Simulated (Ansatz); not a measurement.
Input and output of a self-consistent single point for MoPt2 (Imm2, 3 atoms in the cell) (Ansatz, a program for electronic structure).

Method: PBEsol, default PAW files made with PBE (plane waves; Ansatz).

```yaml
crystal:
  lattice:
    - [-1.38564, 1.99198, 4.17727]
    - [1.38564, -1.99198, 4.17727]
    - [1.38564, 1.99198, -4.17727]
  atoms:
    - { symbol: Mo, position: [0.00598, 0.00598, 0.00000] }
    - { symbol: Pt, position: [0.66334, 0.66334, 0.00000] }
    - { symbol: Pt, position: [0.33666, 0.33666, 0.00000] }
```

Reference input (self-consistent single point, DFT, PBEsol, plane waves, default PAW files made with PBE): basis.ecutwfc = 420 eV; kpoints.mp_grid.grid = 12 12 12; hamiltonian.xc = pbesol; hamiltonian.pseudopotentials = {kind: paw} (the program's default PAW files); scf.occupations.method = gaussian; scf.occupations.width = 0.1 eV. This run's input differs from it in these lines:

Ansatz 0.2 input:
```diff
@@ -13,3 +13,3 @@
 kpoints:
-  mp_grid: { grid: [12, 12, 12] }
+  mp_grid: { grid: [20, 20, 20] }
 hamiltonian:
@@ -18,3 +18,3 @@
 scf:
-  occupations: { method: gaussian, width: 0.1 }
+  occupations: { method: cold, width: 0.05 }
 output:
```

Output, abridged:

```
SCF iter   1: F=—  HF=-29666.256594 eV  |F-HF|=—  |Δ(HF+E_count)|=         —  Δρ=7.76e-3  dr2=2.27e-2  ethr=1.77e-3  ⟨swp⟩=5.8  Hψ=128280  notcnv=0
all-band conjugate gradients solve this SCF's bands
preconditioner: auto → Kerker (q_TF=auto, 2.765 Å⁻¹)
SCF iter   2: F=—  HF=-29666.254908 eV  |F-HF|=—  |Δ(HF+E_count)|=   1.69e-3  S|Δr|=    0.00e0  Δρ=3.92e-3  dr2=5.38e-3  ethr=4.54e-5  ⟨swp⟩=1.8  Hψ=52121  notcnv=0  defer=2
SCF iter   3: F=—  HF=-29666.253925 eV  |F-HF|=—  |Δ(HF+E_count)|=   9.83e-4  S|Δr|=    0.00e0  Δρ=5.66e-4  dr2=9.34e-5  ethr=1.08e-5  ⟨swp⟩=2.0  Hψ=48152  notcnv=0  defer=2
SCF iter   4: F=—  HF=-29666.253920 eV  |F-HF|=—  |Δ(HF+E_count)|=   5.67e-6  S|Δr|=    0.00e0  Δρ=1.03e-4  dr2=5.57e-6  ethr=1.87e-7  ⟨swp⟩=2.5  Hψ=58063  notcnv=0  defer=2
SCF iter   5: F=—  HF=-29666.253919 eV  |F-HF|=—  |Δ(HF+E_count)|=   7.39e-7  S|Δr|=    0.00e0  Δρ=2.71e-5  dr2=2.45e-7  ethr=1.11e-8  ⟨swp⟩=1.6  Hψ=47355  notcnv=0  defer=2
SCF iter   6: F=-29666.253919 eV  HF=-29666.253919 eV  |F-HF|=1.41e-8  |Δ(HF+E_count)|=   5.41e-8  S|Δr|=    0.00e0  Δρ=7.71e-6  dr2=2.67e-8  ethr=2.00e-10  ⟨swp⟩=5.7  Hψ=121583  notcnv=0
SCF 1 converged in 6 iterations: F = -29666.253919 eV  dr2 = 2.67e-8
Stability not checked (fill_not_monotonic)
Free energy (F): -29666.253919 eV
Internal energy: -29666.253917 eV  (E = F + TS)
E sigma→0 (E₀):  -29666.253918 eV
Entropy (-TS):   -0.000002 eV (-0.001 meV/atom)
Fermi energy:    22.502522 eV
--- Forces (eV/Å), atoms counted from 1 ---
  atom   1  Mo     0.00000000     0.00000000    -0.31406646
  atom   2  Pt     0.00000000     0.00000000     0.09894759
  atom   3  Pt     0.00000000     0.00000000     0.21512282
--- Stress (GPa, compression-positive) ---
       -8.788275       0.000000       0.000000
        0.000000      -9.740915       0.000000
        0.000000       0.000000      -9.310226
  P = ⅓ Tr σ = -9.2798 GPa (-92.798 kbar)
  The stress holds the Pulay correction. Without it, at fixed plane waves, as pw.x and ABINIT print it: P = -9.3313 GPa
```

The run converged in 6 iterations. Against the reference run the free energy hardly moves (within 1 meV/atom), the pressure stays near -9.28 GPa while the xx stress (positive for compression) goes from -8.08 to -8.79 GPa and the largest force hardly changes (0.319 to 0.314 eV/Å).

The starting cell comes from a database of computed structures (which also holds hypothetical and non-ambient phases and stackings), without a prior relaxation at this level. Its lattice was rescaled by up to half a per cent. One atom was moved a little off its site on purpose. Spin polarisation is off. With a pressure of about -9 GPa the cell is away from its equilibrium volume at this level. Ansatz's pressure includes its estimate of the finite-basis (Pulay) stress.

Cost on one core of a shared machine: roughly 90 s.
